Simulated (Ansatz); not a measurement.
Take SiO2 in the rutile structure (space group P4_2/mnm, No. 136; a = 4.1549 Å, c = 2.6615 Å) as the base.

Level of theory: Ansatz (a program for electronic structure) LDA, no SOC.

Before the change:

The pressure is -0.01 GPa.

Perturbation: an isotropic linear strain of +3.00 %, atoms relaxed at fixed cell.

Q: How does this affect the pressure?

A: The pressure (mean of the normal stresses, compression positive) falls by 23.24 GPa to -23.25 GPa.

Q: Estimate the effect on the largest internal atomic displacement.

A: The largest internal atomic displacement amounts to 0.020 Å.

Q: How does this affect the energy relative to the base?

A: The energy rises by 56 meV/atom.

Q: What happens to the mean gap deformation potential ΔEg/Δln V?

A: The mean gap deformation potential ΔEg/Δln V amounts to -16.0 eV.

Whether these cells are dynamically stable was not tested.
